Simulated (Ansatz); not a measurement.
System: CdTe (within 0.1 Å of P6₄22, No. 181, 6 atoms in the cell; start mp-1492; a measured phase of this formula has another space group). Method: r²SCAN (plane waves, PAW; Ansatz, a first-principles code).

Numerical settings: plane-wave cutoff 560 eV, 18×18×6 k mesh (along the axes of the cell as run), Fermi–Dirac smearing 0.05 eV, scalar-relativistic PAW data made under PBE.

Cell (relaxed at this level):

CdTe has the hexagonal space group P6₄22 (No. 181), Pearson symbol hP6. Cell: a = b = 4.561 Å, c = 10.469 Å, α = β = 90.00°, γ = 120.00°. Cd on 3c is coordinated by 4 Te at 2.871 Å. Te on 3d has 4 Cd at 2.871 Å. (Neighbours: up to the widest gap in distance over summed covalent radii, below 1.35, at either atom; cation-cation and far metal-metal contacts left out.)

### Question
What does this level give for the band gap and smallest direct gap on the k points sampled?

### Answer

- band gap: 0.60 eV
- smallest direct gap on the k points sampled: 0.72 eV

Spin–orbit coupling is not included; with these elements it can move the gap by several tenths of an eV or more.

Cost on a shared machine: about 3 core-minutes (a rough figure).

A start named mp-… is a Materials Project structure, which need not be a measured phase.
